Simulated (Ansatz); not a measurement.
Worked example: relaxation of cell and atoms of Ti₃Al (P6_3/mmc, 8 atoms in the cell) in Ansatz (a quantum-chemistry and plane-wave program).

Computed with PBE (plane waves, PAW; Ansatz).

```xyz
8
Lattice="5.7397 0.0000 0.0000 -2.8698 4.9707 0.0000 0.0000 0.0000 4.6241" Properties=species:S:1:pos:R:3 pbc="T T T"
Ti     2.8698     3.2797     1.1560
Ti     0.0000     1.6910     3.4681
Ti    -1.4054     4.1252     3.4681
Ti     4.2752     0.8455     1.1560
Ti     1.4645     0.8455     1.1560
Ti     1.4054     4.1252     3.4681
Al     0.0000     3.3138     1.1560
Al     2.8698     1.6569     3.4681
```

Reference input (self-consistent single point, DFT, PBE, plane waves, default PAW files): kpoints.mp_grid.grid = 5 5 5; hamiltonian.xc = pbe; hamiltonian.pseudopotentials = {kind: paw} (the program's default PAW files); scf.occupations.method = cold; scf.occupations.width = 0.272 eV. This run's input differs from it in these lines:

```diff
@@ -26,2 +26,5 @@
     width: 0.272
+relax:
+  cell:
+    p_target: 5.0 GPa
 output:
```

Output, abridged:

```
   [... SCF lines of the steps left out ...]
relax step   1: F+E_penalty+E_count = -16075.17737310 eV  Δ(F+E_penalty+E_count) = +0.000e0 eV  max|allowed force component| = 3.419e-2 eV/Å  Δτ_max = 0.0000 Å  P = +1.363 GPa  Ω = 131.925 Å³  (7 SCF iters, dr2 threshold 1.00e-7 eV, accepted)
relax step   2: F+E_penalty+E_count = -16074.89289747 eV  Δ(F+E_penalty+E_count) = +2.845e-1 eV  max|allowed force component| = 1.920e-1 eV/Å  Δτ_max = 0.0157 Å  P = +10.019 GPa  Ω = 123.684 Å³  energy of the carried Pulay correction = +1.536e-3 eV  [...]
   [... lines left out ...]
relax step   5: F+E_penalty+E_count = -16075.10629956 eV  Δ(F+E_penalty+E_count) = -1.382e-4 eV  max|allowed force component| = 1.135e-3 eV/Å  Δτ_max = 0.0010 Å  P = +5.005 GPa  Ω = 128.131 Å³  energy of the carried Pulay correction = +6.951e-4 eV  [...]
relax step   6: F+E_penalty+E_count = -16075.10564640 eV  Δ(F+E_penalty+E_count) = +6.532e-4 eV  max|allowed force component| = 1.158e-3 eV/Å  Δτ_max = 0.0000 Å  P = +5.004 GPa  Ω = 128.131 Å³  stress off target by 1.43e-2 GPa  SCF on the basis [...]
basis re-selected at this cell: Δ(F+E_penalty+E_count) = +6.532e-4 eV, ΔP = -0.001 GPa vs the last step
the relaxation is at rest under the 24 symmetry operations that the run kept from its start: a minimum is not shown …
Stability not checked (fill_not_monotonic)
Free energy (F): -16075.105646 eV
Internal energy: -16075.225670 eV  (E = F + TS)
   [... lines left out ...]
Fermi energy:    12.736884 eV
  cell:  # Å, volume = 128.1314 Å³
   [... lines left out ...]
    - { symbol: Ti, position: [0.3397123413331139, 0.16985617066655698, 0.24999999999999997] }
    - { symbol: Ti, position: [0.6602876586668859, 0.8301438293334429, 0.7499999999999999] }
    - { symbol: Al, position: [0.3333333333333333, 0.6666666666666665, 0.24999999999999997] }
    - { symbol: Al, position: [0.6666666666666665, 0.33333333333333326, 0.7499999999999999] }
```

The run converged. 

Summary of the result:
- Free energy E − TS (on the zero of these files): -16075.1056 eV
- Fermi level (on the code's own zero): 12.74 eV
- Pressure: 5.00 GPa
- Largest force (vector length): 0.001 eV/Å
- Final cell: a = 5.669 Å, b = 5.669 Å, c = 4.604 Å, α = 90.00°, β = 90.00°, γ = 120.00°
- Final volume per atom: 16.02 Å³
- Relaxation steps: 6

The starting cell comes from a database of computed structures (which also holds hypothetical and non-ambient phases and stackings), without a prior relaxation at this level. Its lattice was rescaled by a random factor within 2.5 % of one. Spin polarisation is off. The relaxation keeps the symmetry of its start, so its end need not be a minimum. Ansatz's pressure includes its estimate of the finite-basis (Pulay) stress.

Cost on one core of a shared machine: roughly 30 s.

Keys are those of Ansatz 0.2.
